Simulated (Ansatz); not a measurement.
A calculation on fluorite AuAl2 returned lattice constant a 6.100 Å, formation enthalpy -0.377 eV/atom.

### Question
Which level of theory produced these numbers?
(A) PBE-D3(BJ) (Ansatz, a quantum-chemistry and plane-wave program)
(B) rVV10 (Ansatz)
(C) r²SCAN+rVV10 (Ansatz)
(D) PBEsol (Ansatz)

### Answer
B, rVV10 (Ansatz)

The others give: r²SCAN+rVV10 5.996 Å, -0.457 eV/atom; PBEsol 6.003 Å, -0.450 eV/atom; PBE-D3(BJ) 5.993 Å, -0.386 eV/atom.

Unless a cell is named, each level is at its own relaxed cell (PBE-D3(BJ) 17.94, PBEsol 18.03, r²SCAN+rVV10 17.96, rVV10 18.92 Å³/atom).

Ansatz's density-functional and Hartree–Fock values are scalar-relativistic unless marked +SOC, with PAW data made under PBE.
